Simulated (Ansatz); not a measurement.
Pair distribution function (Ni-Si) of NiSi2 (fluorite type), cell Si64Ni32, started from the crystal [in the run: it stayed crystalline; mean temperature 1184 K (target 1170 K); density 4.46 g/cm³, volume +8 % from the start crystal's; one k-point, which a denser mesh shifts by -0.4 GPa in pressure and 0.04 eV/Å in forces], from MD at 1184 K. Method: PBE (plane waves, PAW; Ansatz, a first-principles code). Volume per atom 14.25 Å³, mean pressure -0.2 GPa. 

(r (Å), g(r)): (1.50, 0.00); (1.54, 0.00); (1.58, 0.00); (1.62, 0.00); (1.66, 0.00); (1.70, 0.00); (1.74, 0.00); (1.78, 0.00); (1.82, 0.00); (1.86, 0.00); (1.90, 0.00); (1.94, 0.00); (1.98, 0.02); (2.02, 0.10); (2.06, 0.26); (2.10, 0.68); (2.14, 1.36); (2.18, 2.44); (2.22, 3.61); (2.26, 4.82); (2.30, 5.84); (2.34, 6.10); (2.38, 6.26); (2.42, 5.72); (2.46, 4.95); (2.50, 4.22); (2.54, 3.42); (2.58, 2.59); (2.62, 1.90); (2.66, 1.34); (2.70, 1.01); (2.74, 0.71); (2.78, 0.47); (2.82, 0.32); (2.86, 0.21); (2.90, 0.15); (2.94, 0.08); (2.98, 0.06); (3.02, 0.04); (3.06, 0.02); (3.10, 0.01); (3.14, 0.01); (3.18, 0.01); (3.22, 0.00); (3.26, 0.00); (3.30, 0.00); (3.34, 0.00); (3.38, 0.00); (3.42, 0.00); (3.46, 0.00); (3.50, 0.00); (3.54, 0.00); (3.58, 0.00); (3.62, 0.00); (3.66, 0.00); (3.70, 0.00); (3.74, 0.00); (3.78, 0.00); (3.82, 0.01); (3.86, 0.02); (3.90, 0.02); (3.94, 0.05); (3.98, 0.08); (4.02, 0.13); (4.06, 0.20); (4.10, 0.32); (4.14, 0.47); (4.18, 0.67); (4.22, 0.89); (4.26, 1.19); (4.30, 1.50); (4.34, 1.83); (4.38, 2.17); (4.42, 2.59); (4.46, 2.94); (4.50, 3.17); (4.54, 3.36); (4.58, 3.42); (4.62, 3.32); (4.66, 3.22); (4.70, 3.04); (4.74, 2.71); (4.78, 2.34); (4.82, 2.04); (4.86, 1.71); (4.90, 1.30); (4.94, 1.03); (4.98, 0.79); (5.02, 0.58); (5.06, 0.40)

Problem. From the above, determine where the first shell ends and the number of neighbours in it.

Solution. g is nil from 3.2 to 3.8 Å, so any cut there serves; 8.0 Si round each Ni and 4.0 Ni round each Si in the shell, from n = 4πρ∫r²g(r)dr.
